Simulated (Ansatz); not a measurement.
Consider this model of amorphous Ti16Si32.

```xyz
48
Lattice="9.1377 0.5472 -0.3314 0.5472 8.6439 -0.0136 -0.3314 -0.0136 9.2749" Properties=species:S:1:pos:R:3 pbc="T T T"
Ti     1.6011     0.9659     2.7914
Ti     6.2427     4.2544     5.9985
Ti     6.9109     7.5655     2.4833
Ti     5.8952     7.1922     6.9560
Ti     4.9762     8.5263     4.4021
Ti     6.3719     1.0757     7.1895
Ti     0.6194     5.1101     8.9658
Ti     3.3777     6.3272     5.8073
Ti     4.1063     3.0509     3.9049
Ti     1.8037     2.5156     7.5703
Ti     4.3007     4.7637     8.5975
Ti     8.8043     1.6413     5.3847
Ti     7.5123     4.5080     1.2189
Ti     3.0991     3.1487     1.1768
Ti     0.6119     6.6932     4.5335
Ti     7.8955     1.5174     0.7819
Si     3.4451     7.2304     8.3309
Si     3.0701     7.1957     3.2070
Si     0.3500     5.2917     2.3186
Si     3.8951     1.4135     6.2579
Si     5.0632     4.8230     2.0528
Si     8.2298     7.8392     8.4086
Si     6.2867     8.8270     0.1416
Si     5.3803     6.0025     4.1585
Si     4.2228     2.1472     8.4911
Si     2.2746     4.7730     3.6590
Si    -0.1105     0.8298     8.2647
Si     8.1581     6.1077     5.9538
Si     6.0381     6.5194     0.3840
Si     6.3312     2.0304     4.5914
Si     0.8734     7.5371     1.6674
Si     7.2204     5.4523     8.1856
Si     8.6235     3.1012     3.0913
Si     3.6669     3.8680     6.3095
Si     7.4889     8.2899     5.0692
Si     2.9902     5.8603     1.1327
Si     6.4382     3.2093     8.4414
Si     1.1889     7.3237     7.0668
Si     2.4930     0.6459     0.1898
Si     2.5582     8.7568     5.3350
Si     4.2182     0.8350     2.1155
Si     5.9474     2.6042     2.1004
Si     8.5657     3.7948     6.8938
Si     8.0906     0.7068     3.1256
Si     1.6109     2.6776     4.8507
Si     0.6378     2.6953     0.7714
Si     7.6885     5.3418     3.6988
Si     1.3862     4.8375     6.3867
```

These are PBE, scalar-relativistic without spin-orbit coupling (plane waves to 420 eV, PAW; Ansatz, a first-principles code) values and carry that method's errors.

It comes from a melt-quench run on a machine-learned potential (CHGNet), relaxed afterwards by DFT. The hot cell started wider than the set density and was brought back towards it in steps. It is the lowest in DFT energy of 2 quenches. It is a model cell: composition and starting density were chosen by hand, and all elements were melted together. No dispersion term was used. Its density started from a set value of 3.69 and ended at 3.79 g/cm³. Cooling (nominally 200 K/ps over its main leg) ran many orders faster than in experiment, which tends to leave more defects and strain. A cell of this size samples the disorder only roughly. Volume and shape were free in the relaxation. Stress components on the final sampling reach 0.8 GPa. On a 2×2×2 Γ-centred mesh force components of up to 0.31 eV/Å stay, since the relaxation ran on one k-point at (1/4, 1/4, 1/4).

Neighbours within Ti-Ti 3.94 Å, Ti-Si 3.36 Å, Si-Si 2.74 Å count as bonded.

Task: Give the coordination numbers, mean bond lengths and angles.

Result: 
| Quantity | Result |
|---|---|
| Mean coordination of Ti | 13.88 (5 with 13, 8 with 14, 3 with 15) |
| Mean coordination of Si | 8.12 (1 with 6, 8 with 7, 11 with 8, 10 with 9, 2 with 10) |
| Mean Ti-Si bond | 2.719 Å (spread 0.182 Å, 142 counted) |
| Mean Si-Si bond | 2.541 Å (spread 0.101 Å, 59 counted) |
| Mean Ti-Ti bond | 3.278 Å (spread 0.256 Å, 40 counted) |
| Bond angle at Ti | mean 95.6°, spread 34.5° |
| Bond angle at Si | mean 98.5°, spread 32.3° |
